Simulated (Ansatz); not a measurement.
**GaN: strain along the normal**

GaN (wurtzite, P6_3mc, 11.051 Å³/atom at rest, c along z) under an equal strain ε in the (0001) plane with the normal axis free, as in a coherent film. LDA in Ansatz, a plane-wave DFT program (PAW, default set), 420 eV, 12×12×7 Γ-centred mesh, Fermi-Dirac smearing 0.05 eV; ions are relaxed within the symmetry of each cell.

Here s stands for strain and y for normal strain.

```
strain (%)  normal strain (%)
----------  -----------------
-1.20                    0.59
-0.60                    0.30
0.00                     0.00
0.60                    -0.29
1.20                    -0.59
3.00                        ?
```

**Question.** Using a straight line, estimate the missing y at s = 3.00 from the other rows, showing the fit.

**Answer.** Means: s 0, y 0.002. About the means, the sum of products is -1.7700 and the sum of squares of s is 3.6000; the slope is their ratio. Least squares gives y = 0.002 - 0.4917·s. Residuals (row less fit): -0.002, 0.003, -0.002, 0.003, -0.002; standard error 0.003 (degrees of freedom: 3). The slope, -0.49 ± 0.00, is the elastic response of the normal axis, −2C13/C33. At the withheld row, y = 0.002 - 0.4917 × 3.0 = -1.473%. The calculation gives -1.45%, 0.023% above the prediction (1.1 % of the range of y in the table). The row lies outside the fitted rows, so this is an extrapolation. The fitted rows scatter only by rounding.

Rows are the converged runs of the series near zero and its far end; series whose fitted rows scatter by over a few per cent of the range, as at a crossing or softening among them, aren't shown in this form. Most that stay on the fit to the last digits aren't either.
